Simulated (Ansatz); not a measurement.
**Cu3Sn (model structure, started from the D03 type, Fm-3m, No. 225, 4 atoms in the cell)**

These are PBEsol (plane waves, PAW; Ansatz, an electronic-structure program) values and carry that method's errors.

Run with plane-wave cutoff 500 eV, 14×14×14 k mesh, Fermi–Dirac smearing 0.1 eV, no spin polarisation, scalar-relativistic PAW data made under PBE.

Cell (relaxed at this level):

```
Cu3Sn
1.0
    0.00000     3.02701     3.02701
    3.02701     0.00000     3.02701
    3.02701     3.02701     0.00000
Sn Cu
1 3
Direct
  0.00000   0.00000   0.00000
  0.50000   0.50000   0.50000
  0.25000   0.25000   0.25000
  0.75000   0.75000   0.75000
```

| Property | Value |
|---|---|
| band gap | none |

Note: the relaxation could raise the start's symmetry but not lower it, so the cell can be a saddle point.

Spin–orbit coupling is not included.

A model structure was made by putting elements into a prototype or built by hand; it is no filed structure, need not be a known phase, and can be a saddle point held by its symmetry.
